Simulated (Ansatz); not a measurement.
## BeTe: response to strain

Start from BeTe in the zinc blende structure (space group F-43m, No. 216; a = 5.6568 Å). Axes: x, y, z lie along the cube axes.

Strains are applied to the cell and any free atomic positions relax; under biaxial strain the out-of-plane vector relaxes too.

All numbers come from r2SCAN/PAW in Ansatz (a program for electronic structure), spin-orbit coupling left out.

Notes on the quantities. energy relative to the base: free energy F.

```json
[
 {"change": "base", "energy relative to the base": "0 meV/atom", "out-of-plane strain": "–", "band gap": "2.37 eV", "smallest direct gap": "4.04 eV"},
 {"change": "biaxial strain +0.42 %, plane normal [111], relaxed out of plane", "energy relative to the base": "+0.3 meV/atom", "out-of-plane strain": "-0.15 %", "band gap": "2.36 eV", "smallest direct gap": "4.00 eV"},
 {"change": "biaxial strain +0.83 %, plane normal [111], relaxed out of plane", "energy relative to the base": "+1.4 meV/atom", "out-of-plane strain": "-0.30 %", "band gap": "2.35 eV", "smallest direct gap": "3.96 eV"},
 {"change": "biaxial strain +1.25 %, plane normal [111], relaxed out of plane", "energy relative to the base": "+3.1 meV/atom", "out-of-plane strain": "-0.46 %", "band gap": "2.33 eV", "smallest direct gap": "3.92 eV"},
 {"change": "biaxial strain +1.67 %, plane normal [111], relaxed out of plane", "energy relative to the base": "+5.4 meV/atom", "out-of-plane strain": "-0.61 %", "band gap": "2.32 eV", "smallest direct gap": "3.89 eV"},
 {"change": "biaxial strain +2.08 %, plane normal [111], relaxed out of plane", "energy relative to the base": "+8.3 meV/atom", "out-of-plane strain": "-0.76 %", "band gap": "2.30 eV", "smallest direct gap": "3.81 eV"},
 {"change": "biaxial strain +2.50 %, plane normal [111], relaxed out of plane", "energy relative to the base": "+12 meV/atom", "out-of-plane strain": "-0.91 %", "band gap": "2.29 eV", "smallest direct gap": "3.72 eV"}
]
```

With Te present, leaving out spin-orbit coupling can change the band edges. No phonon test of stability was made.
